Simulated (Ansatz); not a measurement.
Reference: Cs$_{2}$PtBr$_{6}$ (Fm-3m), PBEsol, rigid bands (plane waves, PAW, scalar-relativistic; Ansatz, a quantum-chemistry and plane-wave program); geometry: cell and atoms relaxed with PBEsol.

```xyz
9
Lattice="0.0000 5.3074 5.3074 5.3074 0.0000 5.3074 5.3074 5.3074 0.0000" Properties=species:S:1:pos:R:3 pbc="T T T"
Cs     7.9611     7.9611     7.9611
Cs     2.6537     2.6537     2.6537
Pt     0.0000     0.0000     0.0000
Br     5.3074     8.1386     5.3074
Br     5.3074     2.4762     5.3074
Br     2.4762     5.3074     5.3074
Br     8.1386     5.3074     5.3074
Br     5.3074     5.3074     8.1386
Br     5.3074     5.3074     2.4762
```

| Quantity | Value |
|---|---|
| band gap | 1.27 eV |
| electron conductivity mass | 0.58 mₑ |
| Seebeck coefficient, n-type 1e19 cm⁻³ | -314 μV/K |

Question: Replace Cs by K on the same sites and relax. What happens?

Answer: K$_{2}$PtBr$_{6}$ (Fm-3m): volume per atom 33.2 to 29.9 Å³; band gap falls (1.27 eV to 0.98 eV); electron conductivity mass falls (0.58 mₑ to 0.45 mₑ); Seebeck coefficient, n-type 1e19 cm⁻³ falls in size (-314 μV/K to -283 μV/K).

Moves up to 5 % count as about the same. Masses are for dilute carriers at 300 K, harmonic means over directions unless an axis is named. Seebeck coefficients are for the stated density at 300 K, with one relaxation time for all states and whether or not that doping can be reached. Spin-orbit coupling is left out.

Formula and space group known from diffraction (Crystallography Open Database), not checked to be the room-temperature form: K2PtBr6 (Fm-3m). Computed structure with no diffraction record at hand here (it may be known, metastable or hypothetical): Cs2PtBr6 (Fm-3m). The missing spin-orbit coupling matters most for Cs2PtBr6 (Fm-3m), K2PtBr6 (Fm-3m).
